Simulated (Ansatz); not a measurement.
Functionals compared on the (32-53) surface of hcp Zn in its 1x1 cell, outermost plane spacing 0.08 Å in the ideal cut, in Ansatz (plane waves, PAW). The structure was relaxed with PBE; the other rows are single points on it. Cutoff 420 eV (500 eV for r2SCAN).

Slab: 42 atoms, 10.1 Å thick at the start (thin: gaps and levels are the slab's own); k 7x4x1, smearing 0.1 eV, dipole-corrected; all atoms relaxed; symmetry of the start imposed; no spin, no spin-orbit, no U. These notes are the PBE run's.

```json
[
 {"functional": "PBE", "work function of the top face (eV)": "4.19", "rough cost of the single point": "–"},
 {"functional": "LDA", "work function of the top face (eV)": "4.50", "rough cost of the single point": "very roughly 18 core-minutes"},
 {"functional": "PBEsol", "work function of the top face (eV)": "4.28", "rough cost of the single point": "around 17 core-minutes (rough)"},
 {"functional": "RPBE", "work function of the top face (eV)": "4.05", "rough cost of the single point": "roughly 18 core-minutes"},
 {"functional": "r2SCAN", "work function of the top face (eV)": "4.28", "rough cost of the single point": "very roughly 40 core-minutes"}
]
```

Ansatz is a quantum-chemistry and plane-wave program.
